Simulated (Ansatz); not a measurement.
One base run on RuS2 (Pa-3, 12 atoms in the cell) and variants with one or two settings moved

```
RuS2
1.0
    5.57824     0.00000     0.00000
    0.00000     5.57824     0.00000
    0.00000     0.00000     5.57824
Ru S
4 8
Direct
  0.00000   0.50000   0.50000
  0.50000   0.50000   0.00000
  0.50000   0.00000   0.50000
  0.00000   0.00000   0.00000
  0.38820   0.11180   0.88820
  0.61180   0.88820   0.11180
  0.11180   0.88820   0.38820
  0.88820   0.11180   0.61180
  0.88820   0.38820   0.11180
  0.11180   0.61180   0.88820
  0.61180   0.61180   0.61180
  0.38820   0.38820   0.38820
```

Base run A: RPBE, default PAW files made with PBE in Ansatz (an electronic-structure program), self-consistent single point.

Its settings: basis.ecutwfc = 420 eV; kpoints.mp_grid.grid = 4 4 4; kpoints.mp_grid.shift = 0.5 0.5 0.5; hamiltonian.xc = rpbe; hamiltonian.pseudopotentials = {kind: paw} (the program's default PAW files); scf.occupations.method = fixed.

The starting cell comes from a database of computed structures (which also holds hypothetical and non-ambient phases and stackings), without a prior relaxation at this level. Its lattice was rescaled by a random factor within 2.5 % of one. In the base run, with a pressure of about 10 GPa the cell is away from its equilibrium volume at this level. Ansatz's pressure includes its estimate of the finite-basis (Pulay) stress. The shifted mesh does not hold Γ, so a gap read on it misses any band edge there.

ΔF is the free energy per atom less that of run A. A dash stands where there is no value to compare (another energy zero or no entropy term, no result, no spin, no clean gap, or a mesh too coarse for one). Total energies depend on the potentials, the functional and any Hubbard or dispersion term, so they are compared only between runs that share all of them.

Run A gave: pressure (GPa) 10.32; largest force (eV/Å) 0.213; gap on the mesh (eV) 1.312; valence electrons 112.

Runs:
- B: scf.occupations.method: fixed → cold; scf.occupations.width: default → 0.5 eV; width narrowed by the program to 0.1640 eV
- C: 2 x 1 x 1 supercell, mesh divided to match; kpoints.mp_grid.grid: 4 4 4 → 2 4 4
- D: scf.convergence.dr2_threshold: default (1e-07 eV) → 0.0001 eV
- E: hamiltonian.dispersion: default → d3bj [RPBE-D3BJ]
- F: kpoints.mp_grid.grid: 4 4 4 → 3 3 3; kpoints.mp_grid.shift: 0.5 0.5 0.5 → default
- G: scf.mixing.algorithm: default (the program chose MSR1) → anderson; scf.mixing.beta: default → 0.05
- H: scf.mixing.algorithm: default (the program chose MSR1) → anderson; scf.mixing.ndim: default → 4
- I: scf.mixing.preconditioner: default (the program chose Resta) → none

Question: What does run E change against A?

Answer: The pressure goes from 10.32 to -14.98 GPa, the largest force goes from 0.213 to 0.268 eV/Å and the gap on the mesh stays at 1.312 eV.

```json
[
 {"run": "A", "ΔF (meV/atom)": "0.00", "pressure (GPa)": "10.32", "largest force (eV/Å)": "0.213", "gap on the mesh (eV)": "1.312", "valence electrons": "112"},
 {"run": "B", "ΔF (meV/atom)": "0.00", "pressure (GPa)": "10.32", "largest force (eV/Å)": "0.213", "gap on the mesh (eV)": "1.312", "valence electrons": "112"},
 {"run": "C", "ΔF (meV/atom)": "0.00", "pressure (GPa)": "10.32", "largest force (eV/Å)": "0.213", "gap on the mesh (eV)": "1.312", "valence electrons": "224"},
 {"run": "D", "ΔF (meV/atom)": "0.00", "pressure (GPa)": "10.32", "largest force (eV/Å)": "0.213", "gap on the mesh (eV)": "1.312", "valence electrons": "112"},
 {"run": "E", "ΔF (meV/atom)": "–", "pressure (GPa)": "-14.98", "largest force (eV/Å)": "0.268", "gap on the mesh (eV)": "1.312", "valence electrons": "112"},
 {"run": "F", "ΔF (meV/atom)": "-1.08", "pressure (GPa)": "10.29", "largest force (eV/Å)": "0.207", "gap on the mesh (eV)": "0.841", "valence electrons": "112"},
 {"run": "G", "ΔF (meV/atom)": "0.00", "pressure (GPa)": "10.32", "largest force (eV/Å)": "0.213", "gap on the mesh (eV)": "1.312", "valence electrons": "112"},
 {"run": "H", "ΔF (meV/atom)": "0.00", "pressure (GPa)": "10.32", "largest force (eV/Å)": "0.213", "gap on the mesh (eV)": "1.312", "valence electrons": "112"},
 {"run": "I", "ΔF (meV/atom)": "0.00", "pressure (GPa)": "10.32", "largest force (eV/Å)": "0.213", "gap on the mesh (eV)": "1.312", "valence electrons": "112"}
]
```

Keys are those of Ansatz 0.2.
